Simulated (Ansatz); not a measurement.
**A computed series for hypothetical rock salt AsP: response to strain**

Base system: AsP in the rock salt structure (space group Fm-3m, No. 225; a hypothetical phase, not in the database extracts checked; relaxed with 0.1 eV smearing).

```xyz
2
Lattice="0.0000 2.5857 2.5857 2.5857 0.0000 2.5857 2.5857 2.5857 0.0000" Properties=species:S:1:pos:R:3 pbc="T T T"
P      0.0000     0.0000     0.0000
As     2.5857     2.5857     2.5857
```

Cartesian axes are those of the cell as printed.

Strains are applied to the cell and any free atomic positions relax; under biaxial strain the out-of-plane vector relaxes too; under stress the whole cell relaxes.

All numbers come from r2SCAN, PAW, 500 eV (Ansatz, a first-principles code; scalar-relativistic without spin-orbit coupling).

Notes on the quantities. pressure: mean of the normal stresses, compression positive.

| change | pressure | space group | shortest interatomic distance |
|---|---|---|---|
| base | 0.0 GPa | Fm-3m (No. 225) | 2.586 Å |
| biaxial strain −4.13 %, plane normal [001], relaxed out of plane | [?] | I4/mmm (No. 139) | 2.479 Å |
| biaxial strain −2.42 %, plane normal [111], relaxed out of plane | [?] | R-3m (No. 166) | 2.560 Å |
| isotropic strain −4.85 % | 19.7 GPa | Fm-3m (No. 225) | 2.460 Å |
| isotropic strain −1.17 % | [?] | Fm-3m (No. 225) | 2.555 Å |
| uniaxial strain ε_xx = +1.47 % | -1.3 GPa | I4/mmm (No. 139) | 2.586 Å |
| uniaxial strain ε_xx = +5.54 % | -4.2 GPa | I4/mmm (No. 139) | 2.586 Å |
| uniaxial strain ε_yy = +3.20 % | -2.7 GPa | I4/mmm (No. 139) | 2.586 Å |
| tensor shear ε_yz = −0.92 % | 0.0 GPa | Immm (No. 71) | 2.586 Å |
| uniaxial stress, 2 GPa compression along x | – | I4/mmm (No. 139) | 2.564 Å |

Question: Some entries are withheld; estimate them.

Answer: 
- biaxial strain −4.13 %, plane normal [001], relaxed out of plane, pressure: 8.6 GPa
- biaxial strain −2.42 %, plane normal [111], relaxed out of plane, pressure: 3.3 GPa
- isotropic strain −1.17 %, pressure: 3.7 GPa

Stability under load was not tested beyond the relaxation. All final runs are without spin polarisation.
